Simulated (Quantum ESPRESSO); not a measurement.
Quantum ESPRESSO run on MnO2 (P4_2/mnm, 6 atoms in the cell): self-consistent single point.

Computed with LDA (PZ), GBRV 1.5 ultrasoft (LDA) pseudopotentials (plane waves; Quantum ESPRESSO 7.5).

```yaml
crystal:
  lattice:
    - [4.31637, 0.00000, 0.00000]
    - [0.00000, 4.31637, 0.00000]
    - [0.00000, 0.00000, 2.81232]
  atoms:
    - { symbol: Mn, position: [0.00000, 0.00000, 0.00000], spin: 4.0 }
    - { symbol: Mn, position: [0.50000, 0.50000, 0.50000], spin: 4.0 }
    - { symbol: O, position: [0.30492, 0.30492, 0.00000] }
    - { symbol: O, position: [0.69508, 0.69508, 0.00000] }
    - { symbol: O, position: [0.19508, 0.80492, 0.50000] }
    - { symbol: O, position: [0.80492, 0.19508, 0.50000] }
```
(The spins are starting values, not results.)

Reference input (self-consistent single point, DFT, PBE, plane waves, SSSP 1.1.2 efficiency (PBE) pseudopotentials): ecutwfc = 55 Ry; ecutrho = 440 Ry; occupations = smearing; smearing = fermi-dirac; degauss = 0.0073499 Ry; nspin = 2; potentials = {Mn: mn_pbe_v1.5.uspp.F.UPF, O: O.pbe-n-kjpaw_psl.0.1.UPF}; K_POINTS = automatic 5 5 8 0 0 0; conv_thr = 1e-11 Ry; mixing_beta = 0.3. This run's input differs from it in these lines:

```diff
@@ -12,4 +12,4 @@
    ntyp = 2
-   ecutwfc = 55
-   ecutrho = 440
+   ecutwfc = 50
+   ecutrho = 400
    occupations = 'smearing'
@@ -25,4 +25,4 @@
 ATOMIC_SPECIES
-Mn    54.9380  mn_pbe_v1.5.uspp.F.UPF
-O     15.9990  O.pbe-n-kjpaw_psl.0.1.UPF
+Mn    54.9380  mn_lda_v1.5.uspp.F.UPF
+O     15.9990  o_lda_v1.2.uspp.F.UPF
 ATOMIC_POSITIONS {crystal}
```

The program printed (abridged):

```
     Self-consistent Calculation

     iteration #  1     ecut=    50.00 Ry     beta= 0.30

     total energy              =    -550.60029381 Ry
     estimated scf accuracy    <       4.41152537 Ry

     total magnetization       =     5.99 Bohr mag/cell
     absolute magnetization    =     6.11 Bohr mag/cell

     iteration #  2     ecut=    50.00 Ry     beta= 0.30

     total energy              =    -551.16289461 Ry
     estimated scf accuracy    <       2.58538361 Ry

     total magnetization       =     4.44 Bohr mag/cell
     absolute magnetization    =     4.81 Bohr mag/cell

     iteration #  3     ecut=    50.00 Ry     beta= 0.30

   [... lines left out ...]
     estimated scf accuracy    <          1.2E-11 Ry

     total magnetization       =     4.74 Bohr mag/cell
     absolute magnetization    =     4.79 Bohr mag/cell

     iteration # 22     ecut=    50.00 Ry     beta= 0.30

     Magnetic moment per site  (integrated on atomic sphere of radius R)
     atom   1 (R=0.176)  charge= 11.5669  magn=  1.8592
     atom   2 (R=0.176)  charge= 11.5669  magn=  1.8592
     atom   3 (R=0.176)  charge=  5.1168  magn=  0.0834
     atom   4 (R=0.176)  charge=  5.1168  magn=  0.0834
     atom   5 (R=0.176)  charge=  5.1168  magn=  0.0834
     atom   6 (R=0.176)  charge=  5.1168  magn=  0.0834
     End of self-consistent calculation

     the Fermi energy is    11.7431 ev

!    total energy              =    -551.69028068 Ry
     estimated scf accuracy    <          1.5E-12 Ry
     smearing contrib. (-TS)   =      -0.01059216 Ry
     internal energy E=F+TS    =    -551.67968851 Ry

     total magnetization       =     4.74 Bohr mag/cell
     absolute magnetization    =     4.79 Bohr mag/cell

     convergence has been achieved in  22 iterations

     Forces acting on atoms (cartesian axes, Ry/au):

     atom    1 type  1   force =     0.00000000    0.00000000    0.00000000
     atom    2 type  1   force =     0.00000000    0.00000000    0.00000000
     atom    3 type  2   force =    -0.00684166   -0.00684166    0.00000000
     atom    4 type  2   force =     0.00684166    0.00684166    0.00000000
   [... lines left out ...]

     Total force =     0.019351     Total SCF correction =     0.000000

          total   stress  (Ry/bohr**3)                   (kbar)     P=        7.97
   0.00014442   0.00000000   0.00000000           21.24        0.00        0.00
   0.00000000   0.00014442   0.00000000            0.00       21.24        0.00
   0.00000000   0.00000000  -0.00012620            0.00        0.00      -18.56

   JOB DONE.
```

The run converged in 22 iterations. Against the reference run the pressure goes from 22.75 to 0.80 GPa, the largest force goes from 0.301 to 0.249 eV/Å and the size of the net moment goes from 0.97 to 0.79 μB/atom.

The starting cell comes from a database of computed structures (which also holds hypothetical and non-ambient phases and stackings), without a prior relaxation at this level. Its lattice was rescaled by a random factor within 2.5 % of one. The magnetic order is the one reached from the typed start; others were not searched systematically.

Cost on one core of a shared machine: roughly 2 min.
